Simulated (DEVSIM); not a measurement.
System: Si/Ge p-n heterojunction, at 300 K.

```
layer (left to right)  material  thickness (μm)  Nd (cm⁻³)  Na (cm⁻³)  τn (s)  τp (s)
---------------------  --------  --------------  ---------  ---------  ------  ------
1                            Si           0.590          -     1.1e16  7.2e-7  7.2e-7
2                            Ge           0.580     1.5e17          -  7.2e-7  7.2e-7
```

Left contact: ohmic. Right contact: ohmic. Voltage is applied to the left contact. Recombination: SRH at mid-gap, radiative, Auger. Mobility is constant in doping. Where it depends on doping, it is μmin + (μ − μmin)/(1 + (N/Nref)^α).

The device is made up for the run: typed textbook-type constants, with dimensions and the other settings drawn at random. Values at 300 K. The table also holds parameters that only a changed run uses.

```
parameter           Si       Ge
-------------  -------  -------
gap (eV)         1.124    0.664
affinity (eV)     4.05        4
permittivity      11.7       16
Nc (cm⁻³)      2.86e19  1.04e19
Nv (cm⁻³)       3.1e19     6e18
μn (cm²/Vs)       1417     3900
μp (cm²/Vs)        470     1900
μn,min              52      150
μp,min              45      100
Nref,n          9.7e16   2.6e17
Nref,p          2.2e17     4e17
αn                0.68     0.56
αp                0.72      0.6
B (cm³/s)      4.7e-15  6.4e-14
Cn (cm⁶/s)     2.8e-31    1e-31
Cp (cm⁶/s)     9.9e-32    1e-31
```

Model (solved in DEVSIM): 1D drift-diffusion, Boltzmann statistics, complete ionisation; no tunnelling, impact ionisation, image-force lowering or self-heating. Band offsets follow the typed affinities; no thermionic-emission limit at abrupt steps, no polarisation charge.

Base results: dark forward voltage at 1 A/cm² (V) 0.507; dark forward voltage at 100 A/cm² (V) 0.635; potential step across the device at zero bias (V) 0.859; largest field in the device at zero bias (V/cm) 59000.

Problem. What follows from this one change: doping Na of layer 1 1.1e+16 → 1.1e+15 cm^-3?

Solution. dark forward voltage at 1 A/cm² 0.507 → 0.440 V; dark forward voltage at 100 A/cm² 0.635 → 0.589 V; potential step across the device at zero bias 0.859 → 0.800 V; largest field in the device at zero bias 59000 → 48000 V/cm.

Problem. What follows from this one change: doping-dependent mobility in place of the constant one?

Solution. dark forward voltage at 1 A/cm² little changed (0.511 V); dark forward voltage at 100 A/cm² 0.635 → 0.639 V; potential step across the device at zero bias little changed (0.859 V); largest field in the device at zero bias little changed (59000 V/cm).
